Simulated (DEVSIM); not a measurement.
Device: Al0.35Ga0.65As/GaAs p-n heterojunction, at 400 K.

Layer 1 from the left is Al0.35Ga0.65As, thickness (μm) 0.410, Na (cm⁻³) 4.9e16, τn (s) 1.3e-8, τp (s) 1.3e-8. Layer 2 from the left is GaAs, thickness (μm) 2.00, Nd (cm⁻³) 2.9e15, τn (s) 1.3e-8, τp (s) 1.3e-8.

Left contact: ohmic. Right contact: ohmic. Voltage is applied to the left contact. Recombination: SRH at mid-gap. Mobility is constant in doping.

Constants are typed, rounded textbook-type inputs, not results; the design itself was drawn at random and stands for no fabricated device. Values at 300 K; Nc and Nv go as T^1.5, mobilities as T to minus their exponent, the gap by Varshni's rule with the affinity fixed.

Al0.35Ga0.65As: gap (eV) 1.8604, affinity (eV) 3.7935, permittivity 11.91, Nc (cm⁻³) 7.44e17, Nv (cm⁻³) 9e18, μn (cm²/Vs) 3495, μp (cm²/Vs) 176, T exponent of μn 2.1, T exponent of μp 2.2, Varshni α (eV/K) 0.000541, Varshni β (K) 204. GaAs: gap (eV) 1.424, affinity (eV) 4.07, permittivity 12.9, Nc (cm⁻³) 4.7e17, Nv (cm⁻³) 9e18, μn (cm²/Vs) 8500, μp (cm²/Vs) 400, T exponent of μn 2.1, T exponent of μp 2.2, Varshni α (eV/K) 0.000541, Varshni β (K) 204.

DEVSIM, 1D drift-diffusion, Boltzmann statistics, complete ionisation; no tunnelling, impact ionisation, image-force lowering or self-heating. Band offsets follow the typed affinities; no thermionic-emission limit at abrupt steps, no polarisation charge.

**Question.** What does the simulation give for the dark forward voltage at 100 A/cm², the dark forward voltage at 1 A/cm², the largest field in the device at zero bias?

**Answer.** dark forward voltage at 100 A/cm² 1.001 V; dark forward voltage at 1 A/cm² 0.788 V; largest field in the device at zero bias 41000 V/cm.
